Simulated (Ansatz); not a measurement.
# What uniaxial strain ε_zz = −1.28 % does to Ta

Consider Ta in the bcc (W type) structure (space group Im-3m, No. 229; a = 3.282 Å). Axes: x, y, z lie along the cube axes.

Modification: uniaxial strain ε_zz = −1.28 %, all other strain components held at zero, atoms relaxed at fixed cell.

Level of theory: Ansatz (a first-principles code) PBEsol, no spin-orbit coupling. k-mesh 20×20×20 (Γ-centred); smearing 0.05 eV (Fermi–Dirac).

The volume per atom decreases by 0.23 Å³, from 17.68 Å³ to 17.45 Å³ and the space group goes from Im-3m (No. 229) to I4/mmm (No. 139). The shortest interatomic distance drops by 0.012 Å (2.842 Å → 2.830 Å) and the energy goes up by 2.7 meV/atom. The pressure (mean of the normal stresses, compression positive) goes from zero to 2.8 GPa and the band gap stays zero. The stress (xx, yy, zz, yz, xz, xy; compression positive) amounts to (2.2, 2.2, 3.9, 0.0, 0.0, 0.0) GPa (rough).

Without a gap, meshes like the base's 20×20×20 leave anisotropic stresses uncertain by several tenths of a GPa, and small strain energies with them. Whether these cells are dynamically stable was not tested. The final runs are not spin-polarised.
